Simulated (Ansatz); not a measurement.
WSi (model structure, started from the CoSn type, P6/mmm, No. 191, 6 atoms in the cell): properties by level of theory

```csv
level (code),lattice constant a (Å),lattice parameter c (Å)
PBE (Ansatz),5.366,4.217
PBEsol (Ansatz),___,4.186
PBE-D3(BJ) (Ansatz),___,4.172
```

Problem. Complete the blanks.

Solution. 
- PBEsol (Ansatz, a first-principles code), lattice constant a (Å): 5.320
- PBE-D3(BJ) (Ansatz), lattice constant a (Å): 5.328

Ansatz's density-functional and Hartree–Fock values are scalar-relativistic unless marked +SOC, with PAW data made under PBE.

Computed values are for the static lattice.

A model structure was made by putting elements into a prototype or built by hand; it is no filed structure, need not be a known phase, and can be a saddle point held by its symmetry.
